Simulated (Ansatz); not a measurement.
The starting structures come from a database of crystals and need not be the phases stable at ambient conditions.

 Where the default PAW files enter, the runs use the earlier of Ansatz's two default sets.

The decay constant κ of evanescent states in the gap governs leakage through a thin film.

```xyz
9
Lattice="4.4937 0.0000 0.0000 -2.2469 3.8917 0.0000 2.2469 1.2972 3.6691" Properties=species:S:1:pos:R:3 pbc="T T T"
Mg     2.2469     3.8917     2.7518
Mg     2.2469     1.2972     0.9173
Fe     0.0000     0.0000     0.0000
H      0.0000     3.9281     2.7776
H      0.0000     1.2607     0.8915
H     -1.1550     3.2613     0.8915
H      1.1550     1.9276     2.7776
H      3.3387     1.9276     2.7776
H      1.1550     3.2613     0.8915
```

Space group of this cell: Fm-3m. The cell is taken as given.

Transport runs along the normal of the first two printed cell vectors, the (111) plane of the conventional cell.

No gap correction and no spin-orbit coupling; mid-gap values are interpolated between computed energies.

Question: Estimate the band gap and the smallest decay constant κ at mid-gap that r2SCAN run with Ansatz (a quantum-chemistry and plane-wave program) returns for this system.

Answer: Gap 2.48 eV on a 10×10×10 mesh; κ = 0.436 1/Å, at the zone centre.
